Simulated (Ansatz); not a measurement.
Ansatz (a program for electronic structure) run on BaSn₃Au (I4mm, 5 atoms in the cell): self-consistent single point.

Computed with LDA (PW92), default PAW files made with PBE (plane waves; Ansatz).

```
CELL_PARAMETERS angstrom
     -2.52253     2.52253     5.57728
      2.52253    -2.52253     5.57728
      2.52253     2.52253    -5.57728
ATOMIC_POSITIONS crystal
  Ba 0.00476 0.00476 0.00000
  Sn 0.60129 0.60129 0.00000
  Sn 0.74955 0.24955 0.50000
  Sn 0.24955 0.74955 0.50000
  Au 0.35723 0.35723 0.00000
```

Reference input (self-consistent single point, DFT, LDA (PW92), plane waves, default PAW files made with PBE): basis.ecutwfc = 30.9 Ry; kpoints.mp_grid.grid = 7 7 7; hamiltonian.xc = lda; hamiltonian.pseudopotentials = {kind: paw} (the program's default PAW files); scf.occupations.method = fermi_dirac; scf.occupations.width = 0.0073 Ry. This run's input differs from it in these lines:

Ansatz 0.2 input:
```diff
@@ -15,3 +15,3 @@
   mp_grid:
-    grid: [7, 7, 7]
+    grid: [12, 12, 12]
 hamiltonian:
@@ -22,4 +22,4 @@
   occupations:
-    method: fermi_dirac
-    width: 0.0073 Ry
+    method: gaussian
+    width: 0.0015 Ry
 output:
```

Output, abridged:

```
SCF iter   1: F=—  HF=-36286.006785 eV  |F-HF|=—  |Δ(HF+E_count)|=         —  Δρ=5.71e-3  dr2=2.90e-2  ethr=1.77e-3  ⟨swp⟩=9.4  Hψ=33443  notcnv=0  defer=3
all-band conjugate gradients solve this SCF's bands
preconditioner: auto → Kerker (q_TF=auto, 2.431 Å⁻¹)
SCF iter   2: F=—  HF=-36285.997592 eV  |F-HF|=—  |Δ(HF+E_count)|=   9.19e-3  Δρ=2.74e-3  dr2=9.12e-3  ethr=4.09e-5  ⟨swp⟩=2.7  Hψ=15251  notcnv=0  defer=351
   [... lines left out ...]
SCF iter   5: F=—  HF=-36285.994375 eV  |F-HF|=—  |Δ(HF+E_count)|=   4.97e-5  Δρ=1.07e-4  dr2=2.72e-5  ethr=2.80e-7  ⟨swp⟩=2.0  Hψ=12430  notcnv=0  defer=351
SCF iter   6: F=—  HF=-36285.994305 eV  |F-HF|=—  |Δ(HF+E_count)|=   6.95e-5  Δρ=2.67e-5  dr2=2.30e-6  ethr=3.82e-8  ⟨swp⟩=2.0  Hψ=12233  notcnv=0  defer=351
SCF iter   7: F=—  HF=-36285.994305 eV  |F-HF|=—  |Δ(HF+E_count)|=   3.80e-7  Δρ=8.83e-6  dr2=2.00e-7  ethr=3.25e-9  ⟨swp⟩=2.0  Hψ=9329  notcnv=0  defer=351
SCF iter   8: F=-36285.994305 eV  HF=-36285.994305 eV  |F-HF|=1.11e-8  |Δ(HF+E_count)|=   4.02e-8  Δρ=2.79e-6  dr2=1.95e-8  ethr=1.41e-10  ⟨swp⟩=11.6  Hψ=40201  notcnv=0
SCF 1 converged in 8 iterations: F = -36285.994305 eV  dr2 = 1.95e-8
Free energy (F): -36285.994305 eV
Internal energy: -36285.993509 eV  (E = F + TS)
E sigma→0 (E₀):  -36285.993907 eV
Entropy (-TS):   -0.000796 eV (-0.159 meV/atom)
Fermi energy:    11.257388 eV
--- Forces (eV/Å), atoms counted from 1 ---
  atom   1  Ba    -0.00000000    -0.00000000    -0.06678064
  atom   2  Sn    -0.00000000     0.00000000    -0.14027390
  atom   3  Sn     0.00000000    -0.00000000     0.11667186
  atom   4  Sn     0.00000000     0.00000000     0.11667186
  atom   5  Au     0.00000000    -0.00000000    -0.02634934
--- Stress (GPa, compression-positive) ---
       -2.862755       0.000000      -0.000000
        0.000000      -2.862755       0.000000
       -0.000000       0.000000      -3.137608
  P = ⅓ Tr σ = -2.9544 GPa (-29.544 kbar)
  The stress holds the Pulay correction. Without it, at fixed plane waves, as pw.x and ABINIT print it: P = -2.9805 GPa
```

The run converged in 8 iterations. Against the reference run the free energy goes up by 6.0 meV/atom, the pressure hardly changes (-2.89 to -2.95 GPa) and the largest force goes from 0.099 to 0.140 eV/Å.

The starting cell comes from a database of computed structures (which also holds hypothetical and non-ambient phases and stackings), without a prior relaxation at this level. Its lattice was rescaled by up to half a per cent. One atom was moved a little off its site on purpose. Ansatz's pressure includes its estimate of the finite-basis (Pulay) stress.

Cost on one core of a shared machine: roughly 80 s.
